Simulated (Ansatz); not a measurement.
Ansatz (a program for electronic structure), DFT, PBE, plane waves, its default PAW files: diamond-structure Si, 2 atoms. Basis and mesh were picked for this test and aren't claimed converged.

```json
{
 "cell": "3.84, 3.84, 3.84 Å; 60, 60, 60°",
 "task": "single point",
 "k mesh": "12×12×12",
 "hamiltonian.xc": "pbe",
 "kind_of_files": "paw",
 "scf.occupations.method": "fixed",
 "output.forces": "true",
 "accuracy": "medium (default)",
 "basis.precision": "auto (default)",
 "basis.xc_grid": "2 (default)",
 "scf.eigensolver.kind": "auto (default)",
 "scf.mixing.algorithm": "auto (default)",
 "scf.mixing.preconditioner": "auto (default)",
 "scf.convergence.dr2_threshold": "1e-07 (default)",
 "scf.lower_state_search": "light (default)",
 "k-points after symmetry": "72",
 "bands_at_the_start": "8",
 "electrons": "8",
 "plane waves at Γ": "749",
 "cutoff (eV)": "420",
 "FFT grid": "27×27×27",
 "symmetry_operations": "48"
}
```

It runs on a single node (AMD EPYC (Zen 5), 96 cores on 1 socket, no SMT, 12 L3 cache groups).

Each set of copies ran two to five times on the otherwise empty node; times are medians from launch to the last exit. Processes are pinned to neighbouring cores unless said otherwise. Build: release build for x86-64 with AVX-512, one process with threads. Other compilers and libraries give other times. Scratch files lie in a memory file system.

Ways to fill 88 cores (the node offers 329 GiB):
- 8 copies of 11 threads, --max-ram 30720MiB
- 44 copies of 2 threads, --max-ram 5120MiB
- 88 copies of 1 thread, --max-ram 2560MiB
- 2 copies of 44 threads, --max-ram 122880MiB
- 22 copies of 4 threads, --max-ram 10240MiB
- 4 copies of 22 threads, --max-ram 61440MiB
- 11 copies of 8 threads, --max-ram 21504MiB
- 88 threads, --max-ram 200GiB

Problem. For throughput over a long queue of such jobs, how should the node be filled?

Solution. 88 copies of 1 thread, --max-ram 2560MiB: 280000 jobs an hour; within 8 % of it: 44 copies of 2 threads, --max-ram 5120MiB. At the low end 88 threads, --max-ram 200GiB gives 16000.

```csv
way,time till all copies end,jobs an hour,"memory in all, scratch files included"
"88 copies of 1 thread, --max-ram 2560MiB",1.1 s,280000,6.7 GiB
"44 copies of 2 threads, --max-ram 5120MiB",0.61 s,260000,3.9 GiB
"22 copies of 4 threads, --max-ram 10240MiB",0.37 s,210000,2.1 GiB
"11 copies of 8 threads, --max-ram 21504MiB",0.24 s,160000,1.2 GiB
"8 copies of 11 threads, --max-ram 30720MiB",0.21 s,140000,1.0 GiB
"4 copies of 22 threads, --max-ram 61440MiB",0.19 s,77000,0.68 GiB
"2 copies of 44 threads, --max-ram 122880MiB",0.19 s,39000,0.49 GiB
"88 threads, --max-ram 200GiB",0.23 s,16000,0.56 GiB
```

Keys are those of Ansatz 0.2.
